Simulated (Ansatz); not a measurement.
# Migration barriers: Ru-vacancy pair in bcc Mo, neutral cell

Consider Ru-vacancy pair (Ru on one host Mo site, one Mo site vacant) in bcc Mo, neutral cell. The numbers are results of PBE, PAW (plane waves to 420 eV; Ansatz, a first-principles code), not measurements.

Cell of 36 host sites held at the relaxed PBE lattice; a 2×2×3 k-point mesh shifted by half a step; Fermi-Dirac width 0.10 eV, spin-restricted; finite-size errors left in. Static, classical nuclei. Forms of the defect that were not tried may lie lower.

Barriers: single points on a 3×3×5 k-point mesh shifted by half a step at the bands' geometries (they differ from the bands' own by up to 0.05 eV, and are uncertain by about as much).

| Route | Start site over the lowest site run (eV) | Hop (Å) | Forward barrier (eV) | Backward barrier (eV) | Neighbours at the start | Neighbours at the saddle | Saddle order | Forward, on the band's own sampling (eV) |
|---|---|---|---|---|---|---|---|---|
| direct exchange of Ru with the vacancy (Ru-vacancy distance between ideal sites 2.74 Å throughout) | 0.00 | 2.74 | 0.92 | 0.92 | Mo at 2.71, 2 Mo at 2.73, 3 Mo at 2.74, Mo at 2.75, 2 Mo at 3.13, Mo at 3.14, 2 Mo at 3.15, Mo at 3.18 Å | 4 Mo at 2.66, 2 Mo at 2.68, 5 Mo at 3.36, Mo at 3.37 Å | not checked, on a symmetry element | 0.87 |
| a nearby Mo atom hops onto the vacant site (Ru-vacancy distance between ideal sites 2.74 → 3.16 Å) | 0.00 | 2.70 | 0.99 | 0.96 | 2 Mo at 2.71, Mo at 2.72, Mo at 2.73, 3 Mo at 2.75, 2 Mo at 3.14, 2 Mo at 3.16; Ru at 3.14, Ru at 3.18 Å | 2 Mo at 2.63, 3 Mo at 2.75, Mo at 3.12, 2 Mo at 3.24; Ru at 2.65 Å | not checked, on a symmetry element | 1.03 |

Paths come from CI-NEB runs. Of the routes that converged and passed our checks, the lowest saddle point lies 0.92 eV above the lowest of the sites run (direct exchange of Ru with the vacancy (Ru-vacancy distance between ideal sites 2.74 Å throughout)); other sites, such as split forms, and other routes may lie lower. A band can be held on a symmetry element, so unchecked saddle points there may be too high.
